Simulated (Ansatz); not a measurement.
Adsorption energy and surface dipole of Cl on the 1x1 (100) surface of fcc Cu, one in a 2x2 cell, started at the site 'bridge Cu-Cu (span 2.6 Å)', worked from the runs' numbers; total energies count from the potentials' own zero.

Method: PBE (plane waves to 420 eV, PAW; Ansatz, a quantum-chemistry and plane-wave program).

Model: 17-atom slab, 5.3 Å thick at the start under the adsorbate (thin: gaps and levels are the slab's own), 6x6x1 mesh, Fermi-Dirac 0.1 eV, dipole correction, 8 atoms held, the rest relaxed; held to the start's symmetry, so lower structures may exist; no spin, no spin-orbit, no U, no dispersion correction. At the end it is bonded to 2 Cu. In PBE this state lies 0.06 eV over the lowest of the starts that converged ('hollow Cu-Cu-Cu-Cu over Cu at depth 1.8 Å').

| quantity | value |
|---|---|
| slab with the adsorbate | -107079.199 eV |
| clean slab, same cell and mesh | -105997.851 eV |
| reference, ½ Cl2(g) | -1079.444 eV |
| area of the cell | 26.35 Å² |
| change of the step from the bottom to the top vacuum level | 0.942 eV |

**Question.** What is the adsorption energy against this reference?

**Answer.** E(slab + adsorbate) − E(slab) − E(reference) = -1.90 eV, so in this state the adsorbate is more stable than in the reference, at a coverage of 3.79 a nm².

**Question.** What dipole does adsorption add to the slab along the outward normal (Helmholtz relation, ε₀ = 0.005526 e/(V·Å))?

**Answer.** p = −ε₀·A·ΔV = -0.137 e·Å = -0.66 D; its negative end points to the vacuum, which raises the vacuum level.
